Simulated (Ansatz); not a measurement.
Take Ir in the fcc (Cu type) structure (space group Fm-3m, No. 225; a = 3.812 Å; relaxed with 0.1 eV smearing) as the base. Axes: x, y, z lie along the cube axes.

The values are results of DFT with LDA, PAW potentials and a 420 eV plane-wave cutoff in Ansatz (a program for electronic structure), no spin-orbit coupling, not measurements.

Now apply this change: every lattice vector is stretched by 3.00 %; the atoms relax in the strained cell.

### Question
Predict the stress tensor and what it implies for the stiffness.

### Answer
Stress of the strained cell less that of the base (GPa, compression positive):
```
  -28.6     0.0     0.0
    0.0   -28.6     0.0
    0.0     0.0   -28.6
```

Then B = −ΔP/(ΔV/V₀) with ΔV/V₀ = 0.0927 gives secant stiffness values (nonlinear terms included at this strain): B ≈ 309 GPa.

As a check, the harmonic strain energy −½ V₀ Δσ:ε is 110 meV/atom; the computed energy rise is 125 meV/atom.

Whether these cells are dynamically stable was not tested. All final runs are without spin polarisation.
